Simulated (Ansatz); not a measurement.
**Rh: pressure series**

The parent structure is Rh in the fcc (Cu type) structure (space group Fm-3m, No. 225).

```yaml
crystal:
  lattice:
    - [0.00000, 1.91503, 1.91503]
    - [1.91503, 0.00000, 1.91503]
    - [1.91503, 1.91503, 0.00000]
  atoms:
    - { symbol: Rh, position: [0.00000, 0.00000, 0.00000] }
```

Cell and atoms are relaxed at each pressure.

Calculations: PBE, PAW, 420 eV (Ansatz, a quantum-chemistry and plane-wave program; scalar-relativistic without spin-orbit coupling).

```csv
pressure (GPa),volume per atom (Å³/atom)
-2,14.159
-1,14.102
0,14.046
0.3,14.030
0.7,14.008
1.5,13.966
3,13.889
5,?
7.5,13.669
```

Fit the third-order Birch–Murnaghan form P(V) = (3B₀/2)[(V₀/V)^(7/3) − (V₀/V)^(5/3)]·[1 + (3/4)(B₀′ − 4)((V₀/V)^(2/3) − 1)] (squares taken in P) to the rows shown and predict the withheld row.

Least squares on the printed values gives V₀ = 14.047 Å³/atom, B₀ = 257 GPa, B₀′ = 5.1; this predicts 13.788 Å³/atom, and the run gives 13.788 Å³/atom, in agreement.

Measured bulk modulus of Rh: 271 GPa (static lattice; corrected from measurement; as listed in H. Levämäki et al., Physical Review B (2014)); the computed value is 5 % below it.

Load acts through the strain it causes; cell and atoms are relaxed under it. Stability against distortions was not tested. No other phases were tried under pressure. The final runs are not spin-polarised.
